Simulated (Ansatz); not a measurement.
# A computed series for BN: response to strain

Consider BN (space group P6_3/mmc, No. 194; layered, stacked along the Cartesian z axis).

```xyz
4
Lattice="2.5005 0.0000 0.0000 -1.2502 2.1655 0.0000 0.0000 0.0000 6.4117" Properties=species:S:1:pos:R:3 pbc="T T T"
B      1.2502     0.7218     1.6029
B      0.0000     1.4436     4.8088
N      0.0000     1.4436     1.6029
N      1.2502     0.7218     4.8088
```

Cartesian axes are those of the cell as printed.

Strains are applied to the cell and any free atomic positions relax.

All numbers come from PBEsol-D3(BJ) in Ansatz (plane waves to 420 eV, PAW, no spin-orbit coupling).

Notes on the quantities. energy relative to the base: free energy F; pressure: mean of the normal stresses, compression positive.

| variant | energy relative to the base | band gap | pressure | smallest direct gap |
|---|---|---|---|---|
| base | 0 meV/atom | 4.08 eV | 0.00 GPa | 4.49 eV |
| uniaxial strain ε_zz = −3.00 % | +0.9 meV/atom | 4.02 eV | 0.43 GPa | 4.38 eV |
| uniaxial strain ε_zz = −2.40 % | +0.6 meV/atom | 4.03 eV | 0.33 GPa | 4.40 eV |
| uniaxial strain ε_zz = −1.80 % | +0.3 meV/atom | 4.05 eV | 0.24 GPa | 4.42 eV |
| uniaxial strain ε_zz = −1.20 % | +0.2 meV/atom | 4.06 eV | 0.15 GPa | 4.44 eV |
| uniaxial strain ε_zz = −0.60 % | +0.1 meV/atom | 4.07 eV | 0.07 GPa | 4.47 eV |

Gaps are read on the SCF mesh and a high-symmetry path. Stability against distortions was not tested.

Ansatz is a program for electronic structure.
